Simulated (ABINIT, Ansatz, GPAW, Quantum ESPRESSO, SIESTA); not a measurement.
One structure in several programs: Be (P6_3/mmc, 4 atoms in the cell)

Self-consistent single point.

```yaml
crystal:
  lattice:
    - [2.31973, 0.00000, 0.00000]
    - [-1.15986, 2.00894, 0.00000]
    - [0.00000, 0.00000, 7.46374]
  atoms:
    - { symbol: Be, position: [0.00000, 0.00000, 0.00000] }
    - { symbol: Be, position: [0.00000, 0.00000, 0.50000] }
    - { symbol: Be, position: [0.33333, 0.66667, 0.25000] }
    - { symbol: Be, position: [0.66667, 0.33333, 0.75000] }
```

Shared settings, as Ansatz (a quantum-chemistry and plane-wave program) writes them: kpoints.mp_grid.grid = 16 16 5; scf.occupations.method = gaussian; scf.occupations.width = 0.136 eV. Potentials and cutoffs stand in the table.

| code | model | pressure (GPa) | cutoff |
|---|---|---|---|
| Ansatz | PBEsol, default PAW files made with PBE | -11.02 | default |
| GPAW | PBEsol, GPAW PAW datasets PBEsol (made by gpaw-setup) | -11.03 | 800 eV |
| Quantum ESPRESSO | PBEsol, PSlibrary PAW (PBE) pseudopotentials | -11.20 | 40 Ry |
| SIESTA | GGA PBEsol, numerical atomic orbitals DZP, PseudoDojo PBEsol standard norm-conserving potentials (rewritten from UPF to PSML) | -12.08 | grid 300 Ry |
| ABINIT | PBEsol, PAW (JTH v2.0 PBE PAW, files made for PBE) | -11.14 | 544 eV |

The spread over the programs that give each value: pressure within 1.06 GPa.

SIESTA uses small atom-centred bases, whose incompleteness enters pressures, forces and empty levels differently from a plane-wave cutoff. Ansatz's pressure is given at a fixed set of plane waves, as the other plane-wave codes print theirs.

The starting cell was generated: these elements placed on a structure prototype, without a prior relaxation; it need not be a known phase or ordering of this composition. Its lattice was rescaled by a random factor within 2.5 % of one.

Left out of this page: Elk (not drawn, or without a comparable value).

Keys are those of Ansatz 0.2.
